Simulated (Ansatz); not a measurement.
The parent structure is ZnGeP2 in the chalcopyrite structure (space group I-42d, No. 122; a = 5.424 Å, c = 10.710 Å).

Modification: a hydrostatic pressure of 0.9 GPa.

Calculations: PBEsol (Ansatz, a program for electronic structure, PAW, no spin-orbit coupling), earlier PAW set.

Base, band edges from the VBM (valence, conduction): M -1.42, 1.12; G -1.14, 1.55; R -1.14, 1.55; X -0.78, 1.16; Γ 0.00, 1.24; S₀ -0.90, 1.31; S -0.90, 1.31; N -1.02, 2.37; P -1.15, 1.81 eV.

Question: Give the band edges at the high-symmetry points of the new zone, measured from its valence-band maximum.

Answer: 
```
point  valence edge (eV)  conduction edge (eV)
-----  -----------------  --------------------
Γ                   0.00                  1.22
X                  -0.79                  1.19
P                  -1.17                  1.84
N                  -1.04                  2.40
M                  -1.44                  1.11
S                  -0.91                  1.30
S₀                 -0.91                  1.30
R                  -1.15                  1.58
G                  -1.15                  1.58
```

The gap is 1.05 eV, indirect, Γ → M–S (33 % along).

Load acts through the strain it causes; cell and atoms are relaxed under it. Whether these cells are dynamically stable was not tested.
